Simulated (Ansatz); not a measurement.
We consider cubic perovskite CsCaF₃, described by HSE06 (PAW; Ansatz, a quantum-chemistry and plane-wave program).

Run with plane-wave cutoff 460 eV, 6×6×6 k mesh, Fermi–Dirac smearing 0.01 eV, scalar-relativistic PAW data made under PBE.

A third-order Birch–Murnaghan fit to the energies gives V0 = 18.792 Å³/atom, B0 = 50.1 GPa, B′ = 4.7.

| V (Å³/atom) | P (GPa) |
|---|---|
| 17.850 | 2.912 |
| 18.320 | 1.357 |
| 18.836 | -0.115 |
| 19.259 | (withheld) |
| 19.729 | (withheld) |

Q: Estimate the withheld pressures from this fit; the answers are the runs' own values.

A: 
- 19.259, P (GPa): -1.160
- 19.729, P (GPa): -2.174

The formula P = (3/2) B0 (x^(7/3) − x^(5/3)) [1 + (3/4)(B′ − 4)(x^(2/3) − 1)] with x = V0/V meets the computed pressures within 0.01 GPa when these rounded values are put in.

Measured, for comparison: bulk modulus 50.9 GPa (room temperature, no zero-point or thermal correction; as tabulated in Vaitheeswaran et al. (2016), arXiv:1609.00541). Computed (rounded) less measured: bulk modulus -2 %.

Note: the relaxation could not lower the start's symmetry, so the cell can be a saddle point above a distorted one.

Spin–orbit coupling is not included.

Computed values are for the static lattice.
